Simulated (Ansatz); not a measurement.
A self-consistent single point of LuBi2ClO4 (P4mm, 8 atoms in the cell) with Ansatz (a first-principles code)

Method: LDA (PW92), default PAW files made with PBE (plane waves; Ansatz).

Input:

Ansatz 0.2 input:
```yaml
# LuBi2ClO4
crystal:
  lattice:
    - [3.876436, 0.000000, 0.000000]
    - [0.000000, 3.876436, 0.000000]
    - [0.000000, 0.000000, 9.060316]
  atoms:
    - { symbol: Lu, position: [0.000000, 0.000000, 0.005519] }
    - { symbol: Bi, position: [0.500000, 0.500000, 0.275710] }
    - { symbol: Bi, position: [0.500000, 0.500000, 0.724290] }
    - { symbol: Cl, position: [0.000000, 0.000000, 0.500000] }
    - { symbol: O, position: [0.500000, 0.000000, 0.851570] }
    - { symbol: O, position: [0.500000, 0.000000, 0.148430] }
    - { symbol: O, position: [0.000000, 0.500000, 0.851570] }
    - { symbol: O, position: [0.000000, 0.500000, 0.148430] }
basis:
  ecutwfc: 30.9 Ry
kpoints:
  mp_grid: { grid: [7, 7, 3] }
hamiltonian:
  xc: lda
  pseudopotentials: { kind: paw }
scf:
  occupations: { method: fixed }
output:
  forces: true
  eigenvalues: true
  stress: true
```

Output, abridged:

```
WARN ansatz: RAYON_NUM_THREADS=1 ignored (pool sized by the plan → 1); use --threads N
Pseudopotentials: kind: paw
Pseudopotential: Lu, paw, valence charge 25
Pseudopotential: Bi, paw, valence charge 15
Pseudopotential: Cl, paw, valence charge 7
Pseudopotential: O, paw, valence charge 6
Crystal: 8 atoms, lattice volume = 136.147 Å³
Basis set: ecut = 420.4159175005146 eV, 2687 PW (Γ)
Bands: 52, of which v1, the nominal top of the filled ones, is band 43 counted from 1 (42 counted from 0)
Symmetry: 8 space group operations
Space group: P4mm (ITA 99), of the structure as read, at distance tolerance 5.1e-5 Å
k-points: 20 of 147 (time reversal used)
PAW frozen core: Lu, regenerated for the run's functional, and the local potential with it
PAW frozen core: Bi, regenerated for the run's functional, and the local potential with it
PAW frozen core: Cl, regenerated for the run's functional, and the local potential with it
PAW frozen core: O, regenerated for the run's functional, and the local potential with it
Initial density: superposition of atomic densities (neutral atoms: chi_scale 0, normalization atom), corrected by the library's trained network
Initial wavefunctions: pseudopotential atomic-orbital guess
Eigensolver: davidson
Functional: x = slater, c = lda
SCF iter   1: F=—  HF=-41936.108284 eV  |F-HF|=—  |Δ(HF+E_count)|=         —  Δρ=1.49e-2  dr2=3.03e-1  ethr=1.77e-3  ⟨swp⟩=5.4  Hψ=4130  notcnv=0  defer=123
all-band conjugate gradients solve this SCF's bands
preconditioner: auto → Resta (q_TF=auto, 2.527 Å⁻¹)
SCF iter   2: F=—  HF=-41936.045897 eV  |F-HF|=—  |Δ(HF+E_count)|=   6.24e-2  Δρ=5.80e-3  dr2=4.03e-2  ethr=3.52e-4  ⟨swp⟩=2.5  Hψ=1877  notcnv=0  defer=140
SCF iter   3: F=—  HF=-41936.037650 eV  |F-HF|=—  |Δ(HF+E_count)|=   8.25e-3  Δρ=2.14e-3  dr2=5.36e-3  ethr=4.69e-5  ⟨swp⟩=3.3  Hψ=1923  notcnv=0  defer=140
SCF iter   4: F=—  HF=-41936.036141 eV  |F-HF|=—  |Δ(HF+E_count)|=   1.51e-3  Δρ=5.82e-4  dr2=3.79e-4  ethr=6.23e-6  ⟨swp⟩=2.5  Hψ=1722  notcnv=0  defer=140
SCF iter   5: F=—  HF=-41936.036091 eV  |F-HF|=—  |Δ(HF+E_count)|=   4.98e-5  Δρ=2.12e-4  dr2=5.47e-5  ethr=4.40e-7  ⟨swp⟩=2.6  Hψ=1964  notcnv=0  defer=137
SCF iter   6: F=—  HF=-41936.036050 eV  |F-HF|=—  |Δ(HF+E_count)|=   4.18e-5  Δρ=8.20e-5  dr2=8.43e-6  ethr=6.36e-8  ⟨swp⟩=3.0  Hψ=2334  notcnv=0  defer=114
SCF iter   7: F=—  HF=-41936.036051 eV  |F-HF|=—  |Δ(HF+E_count)|=   9.92e-7  Δρ=5.08e-5  dr2=3.05e-6  ethr=9.80e-9  ⟨swp⟩=2.5  Hψ=1887  notcnv=0  defer=115
SCF iter   8: F=—  HF=-41936.036051 eV  |F-HF|=—  |Δ(HF+E_count)|=   5.67e-8  Δρ=1.74e-5  dr2=4.12e-7  ethr=3.54e-9  ⟨swp⟩=2.0  Hψ=1611  notcnv=0  defer=115
SCF iter   9: F=-41936.036051 eV  HF=-41936.036051 eV  |F-HF|=8.59e-9  |Δ(HF+E_count)|=   4.60e-8  Δρ=4.53e-6  dr2=2.97e-8  ethr=1.16e-10  ⟨swp⟩=16.6  Hψ=7855  notcnv=0
SCF 1 converged in 9 iterations: F = -41936.036051 eV  dr2 = 2.97e-8
SCF converged after 9 iterations
Free energy (F): -41936.036051 eV
Harris-Foulkes:  -41936.036051 eV  (|F-HF|=8.59e-9)
Internal energy: -41936.036051 eV  (E = F + TS)
E sigma→0 (E₀):  -41936.036051 eV
Fermi energy:    8.884433 eV
--- Per-component energies (eV) ---
  E_band       = -229.454041
  E_kinetic    = 1875.221558
  E_local      = -14736.445698  (includes V_loc(G=0)·N_el)
  E_nonlocal   = 1953.943665
  E_hartree    = 6049.148704
  E_xc         = -912.955553
  E_vxc        = -1041.018656  (∫ρ·V_xc dr)
  E_paw        = -29056.168166  (= ΣΔE_a)
  E_vpaw       = -379.467658  (= ΣTr[D̂ρ^β])
  E_aug_tail   = 0.009137  (compensation charges beyond the density's cutoff)
  E_ewald      = -7111.676740
  E_core_change = 2.887043  (= ΣΔE_core)
  E_smearing   = -0.000000  (= −TS)
  E_closure    = 0.000000  (closes the sum)
  Σ components = -41936.036051   (vs F -41936.036051, Δ=0.00e0)
--- Forces (eV/Å), atoms counted from 1 ---
  atom   1  Lu     0.00000000     0.00000000    -0.74461355
  atom   2  Bi     0.00000000     0.00000000    -0.65425503
  atom   3  Bi    -0.00000000     0.00000000     1.10647476
  atom   4  Cl     0.00000000     0.00000000    -0.12195232
  atom   5  O      0.00000000     0.00000000    -0.09706972
  atom   6  O     -0.00000000     0.00000000     0.30425683
  atom   7  O      0.00000000     0.00000000    -0.09706972
  atom   8  O      0.00000000     0.00000000     0.30425683
  max |Σ_I F_I| component: 2.81e-5 eV/Å
--- Stress (GPa, compression-positive) ---
       -9.051302       0.000000      -0.000000
        0.000000      -9.051302       0.000000
       -0.000000       0.000000      -7.806810
  P = ⅓ Tr σ = -8.6365 GPa (-86.365 kbar)
  The stress holds the Pulay correction. Without it, at fixed plane waves, as pw.x and ABINIT print it: P = -9.1435 GPa
--- Band table (eV; the first three rows and the last of 20) ---
  k-point 0: bands = ["-44.7798", "-15.6532", "-15.5042", "-15.5042", "-13.3629", "-13.1998", "-13.1958", "-13.1958", "-13.1235", "-13.0742", "-12.9155", "-12.9110", "-12.9110", "-12.8381", "-9.1156", "-8.3730", "-6.9423", "-6.3718", "-5.0205", [...]
  k-point 1: bands = ["-44.7798", "-15.6532", "-15.5042", "-15.5042", "-13.3629", "-13.1998", "-13.1958", "-13.1958", "-13.1235", "-13.0742", "-12.9155", "-12.9110", "-12.9110", "-12.8381", "-9.1093", "-8.3831", "-6.9423", "-6.3718", "-5.0100", [...]
  k-point 2: bands = ["-44.7793", "-15.6416", "-15.5496", "-15.5023", "-13.3498", "-13.2146", "-13.1955", "-13.1894", "-13.1266", "-13.0616", "-12.9298", "-12.9106", "-12.9050", "-12.8412", "-8.9678", "-8.2906", "-6.9904", "-6.4611", "-4.9768", [...]
  k-point 19: bands = ["-44.7747", "-15.7168", "-15.7161", "-15.5278", "-13.2908", "-13.2873", "-13.1605", "-13.1569", "-13.1424", "-13.0064", "-13.0031", "-12.8764", "-12.8718", "-12.8576", "-7.5545", "-7.4351", "-7.1983", "-7.0695", "-4.6536", [...]
```

The run converged in 9 iterations.

The starting cell comes from a database of computed structures (which also holds hypothetical and non-ambient phases and stackings), without a prior relaxation at this level. Its lattice was rescaled by up to half a per cent. One atom was moved a little off its site on purpose. Spin-orbit coupling is off. With a pressure of about -9 GPa the cell is away from its equilibrium volume at this level. Forces in this geometry exceed 1 eV/Å. Ansatz's pressure includes its estimate of the finite-basis (Pulay) stress. Without the estimate this run gives -9.14 GPa. Another mesh or the band path of this cell gives a smaller gap, so this value is not converged in the mesh.
